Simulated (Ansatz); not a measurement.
## How the equilibrium lattice constant a of CsCl-type AuZn (cubic form, which distorts at low temperature) moves with the method

No measured value is used here.

```
level (code)                   value (Å)
-----------------------------  ---------
LDA (Ansatz)                       3.096
PBE (Ansatz)                       3.186
r²SCAN+SOC (Ansatz)                3.143
B3LYP (VWN-RPA form) (Ansatz)        ___
Hartree–Fock (Ansatz)              3.299
```

Some entries are withheld; supply them.


- B3LYP (VWN-RPA form) (Ansatz, a first-principles code), value (Å): 3.234

Density-functional levels without +SOC have no spin–orbit coupling. LDA, PBE, r²SCAN+SOC, B3LYP (VWN-RPA form), Hartree–Fock: symmetry holds this phase in the static calculation, where it need not be a minimum. Hartree–Fock: the cell is over a tenth larger than the published one: the level's own overestimate first of all, though another phase or state, or a fault of the published cell, is possible. Cutoffs and k meshes differ between the levels. Ansatz's density-functional and Hartree–Fock values are scalar-relativistic unless marked +SOC, with PAW data made under PBE.
